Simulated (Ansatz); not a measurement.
How the smallest direct gap on the k points sampled of HfO2 (P4₂/mnm, No. 136, 6 atoms in the cell; start mp-776532; a measured phase of this formula has another space group) moves with the method

No measured value is used here.

Problem. Put these levels in order of the smallest direct gap on the k points sampled that they give for HfO2 (P4₂/mnm, No. 136, 6 atoms in the cell; start mp-776532; a measured phase of this formula has another space group), smallest first: HSE06+SOC (Ansatz, a first-principles code), LDA (Ansatz), PBE0 (Ansatz), r²SCAN+SOC (Ansatz), r²SCAN0 (Ansatz).

Solution. LDA (3.79 eV), r²SCAN+SOC (4.54 eV), HSE06+SOC (5.65 eV), PBE0 (6.42 eV), r²SCAN0 (6.81 eV)

Computed values are for a static lattice. Spin–orbit coupling is included only where a level's name says +SOC; with heavier elements it mostly lowers gaps and can invert bands.  Values are at the PBEsol cell. Cutoffs and k meshes differ between the levels. Ansatz's density-functional and Hartree–Fock values are scalar-relativistic unless marked +SOC, with PAW data made under PBE.

A start named mp-… is a Materials Project structure, which need not be a measured phase.
